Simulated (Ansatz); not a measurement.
Mg: biaxial strain +0.18 %, plane normal [001], relaxed out of plane

Take Mg in the hcp (Mg type) structure (space group P6_3/mmc, No. 194; a = 3.1751 Å, c = 5.1628 Å; relaxed with 0.1 eV smearing) as the base. Axes: x lies along a and z along c of the hexagonal cell.

It is then changed as follows: biaxial strain +0.18 %, plane normal [001], relaxed out of plane (Cartesian); in-plane vectors clamped, the third vector and the atoms free.

The values are results of PBEsol (Ansatz, an electronic-structure program; PAW; 420 eV plane waves; no SOC), not measurements. Settings: 21×21×11 k-points, 0.1 eV Fermi–Dirac smearing.

| quantity | base | changed | shift |
|---|---|---|---|
| volume per atom | 22.54 Å³ | 22.60 Å³ | +0.06 Å³ |
| pressure (mean of the normal stresses, compression positive) | 0.0 GPa | -0.1 GPa | -0.1 GPa |
| band gap | zero | zero | – |
| out-of-plane strain | – | -0.10 % | – |

Stability against distortions was not tested.
